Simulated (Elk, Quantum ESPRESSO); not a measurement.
# PrHg (Pm-3m, 2 atoms in the cell) computed with different codes at matched settings

Self-consistent single point.

```xyz
2
Lattice="3.8457 0.0000 0.0000 0.0000 3.8457 0.0000 0.0000 0.0000 3.8457" Properties=species:S:1:pos:R:3 pbc="T T T"
Pr     1.9228     1.9228     1.9228
Hg     0.0000     0.0000     0.0000
```
Moments meant for the start (each program seeds them in its own way; μB, in the order of the atoms Pr Hg): 2.0 0.0.

All programs got the same cell, k-point mesh and kind of occupations, and the same starting moments (in Quantum ESPRESSO's words: occupations = smearing; smearing = gauss; degauss = 0.0073499 Ry; nspin = 2; K_POINTS = automatic 11 11 11 0 0 0); potentials, basis and cutoffs are each program's usual ones.

```tsv
code	model	size of the net moment (μB/atom)	cutoff
Quantum ESPRESSO	PBEsol, SSSP 1.1.2 efficiency (PBE) pseudopotentials	1.31	60 Ry
Elk	PBEsol, all-electron FP-LAPW, Elk's shipped species files, default APW+lo basis	1.32	rgkmax 7
```

The spread over the programs that give each value: size of the net moment within 0.01 μB/atom.

The starting cell comes from a database of computed structures (which also holds hypothetical and non-ambient phases and stackings), without a prior relaxation at this level. On Quantum ESPRESSO's run: Spin-orbit coupling is off. With one magnetic atom in the cell only a parallel order is possible. With U or open f shells several self-consistent states can exist. The f electrons are in the valence without U or exact exchange, which can misplace them near the Fermi level. Spin-orbit terms, which matter for f shells, are left out. With a pressure of about -3 GPa the cell is away from its equilibrium volume at this level.

**Question.** Why do the programs differ, and what cannot be compared?

**Answer.** Differences of this kind can come from the potentials, where these differ, and from what each basis and cutoff leave unconverged. The zero of total energies and Fermi levels follows the potentials and each program's conventions, so they are not compared here. Elk treats all electrons, but the usual bases taken here (sphere radii, linearisation, local orbitals, empty states) were not tested for convergence, so the values are no reference for the others. Site moments depend on each program's spheres or projections; the total moment of the cell does not.

Left out of this page: Ansatz and FLEUR (with a known weakness of the program).
